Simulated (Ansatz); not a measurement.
Consider a 16-atom cell of (Au,Pt) started in the face-centred cubic structure, site fractions Au 0.250, Pt 0.750, short-range order -0.06 among the nearest mixed sites of the first mixed sublattice (0 is random, a negative value favours unlike neighbours), space group Fmm2 at the end, an ordered arrangement that its symmetry holds. Its start:

```yaml
crystal:
  lattice:
    - [4.02956, 4.02492, 4.02956]
    - [4.02956, -4.02492, 4.02956]
    - [4.02652, -4.02492, -4.02652]
  atoms:
    - { symbol: Pt, position: [0.99677, 0.74677, 0.75000] }
    - { symbol: Au, position: [0.24961, 0.99961, 0.75000] }
    - { symbol: Pt, position: [0.99907, 0.50265, 0.49642] }
    - { symbol: Pt, position: [0.49677, 0.24677, 0.75000] }
    - { symbol: Au, position: [0.24959, 0.75028, 0.49931] }
    - { symbol: Au, position: [0.74961, 0.49961, 0.75000] }
    - { symbol: Pt, position: [0.99750, 0.25775, 0.25000] }
    - { symbol: Pt, position: [0.50254, 0.00554, 0.49700] }
    - { symbol: Pt, position: [0.25124, 0.49531, 0.25000] }
    - { symbol: Pt, position: [0.74406, 0.25171, 0.49234] }
    - { symbol: Pt, position: [0.50775, 0.74750, 0.25000] }
    - { symbol: Au, position: [0.00028, 0.99959, 0.00069] }
    - { symbol: Pt, position: [0.25554, 0.25254, 0.00300] }
    - { symbol: Pt, position: [0.74531, 0.00124, 0.25000] }
    - { symbol: Pt, position: [0.50171, 0.49406, 0.00766] }
    - { symbol: Pt, position: [0.75265, 0.74907, 0.00358] }
```

The mixing enthalpy is taken against the end members in the face-centred cubic type, relaxed in the same cell and mesh.

All values below come from PBE (plane waves to 420 eV, PAW; Ansatz, a first-principles code). Spin–orbit coupling is left out. Its k-point mesh 6×6×6, Fermi–Dirac width 0.05 eV.

| end member | weight | volume per atom (Å³) |
|---|---|---|
| Au | 0.250 | 17.98 |
| Pt | 0.750 | 15.65 |

Question: Predict the alloy's volume, bond lengths and mixing enthalpy.

Answer: 
```
Item                                                                                                    Value
----------------------------------------------------------  -------------------------------------------------
volume per atom                                                                                      16.19 Å³
Pt–Pt bonds (within 1.22 times the sum of covalent radii)        2.826 Å on average, from 2.767 to 2.884 (53)
Au–Pt bonds (within 1.22 times the sum of covalent radii)        2.859 Å on average, from 2.816 to 2.880 (38)
Au–Au bonds (within 1.22 times the sum of covalent radii)         2.834 Å on average, from 2.833 to 2.838 (5)
mixing enthalpy per site of the mixed sublattice                                                       56 meV
departure of the mean lattice parameter from Vegard's line  under 0.15 %, inside the noise of the relaxations
```
